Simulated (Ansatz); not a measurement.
# TiC, response to strain

The reference is TiC in the rock salt structure (space group Fm-3m, No. 225; relaxed with 0.1 eV smearing).

TiC is modelled in the cubic space group Fm-3m (No. 225), the rock salt structure, Pearson symbol cF8. Conventional cell: a = b = c = 4.3278 Å, α = β = γ = 90.00°. Ti on 4a is surrounded by 6 C at 2.164 Å and 12 Ti at 3.060 Å. C on 4b is surrounded by 6 Ti at 2.164 Å (octahedral). (Neighbours: up to the widest gap in distance over summed covalent radii, below 1.35, at either atom; cation-cation and far metal-metal contacts left out.)
(The calculation used a cell of 2 atoms; values per cell refer to that cell.)

Strains are applied to the cell and any free atomic positions relax.

The values are results of r2SCAN (Ansatz, an electronic-structure program, PAW, no SOC), not measurements.

Notes on the quantities. energy relative to the base: free energy F.

| change | shortest interatomic distance | energy relative to the base | pressure |
|---|---|---|---|
| base | 2.164 Å | 0 meV/atom | 0.0 GPa |
| isotropic strain +0.50 % | 2.175 Å | +1.8 meV/atom | -3.8 GPa |
| isotropic strain +1.00 % | 2.186 Å | … | … |
| isotropic strain +1.50 % | 2.196 Å | +16 meV/atom | -10.7 GPa |
| isotropic strain +2.00 % | 2.207 Å | +28 meV/atom | -13.8 GPa |
| isotropic strain +2.50 % | 2.218 Å | +43 meV/atom | -16.8 GPa |
| isotropic strain +3.00 % | 2.229 Å | +62 meV/atom | -19.5 GPa |

Complete the table.


- isotropic strain +1.00 %, energy relative to the base: +7.2 meV/atom
- isotropic strain +1.00 %, pressure: -7.4 GPa

Whether these cells are dynamically stable was not tested. The final runs are not spin-polarised.
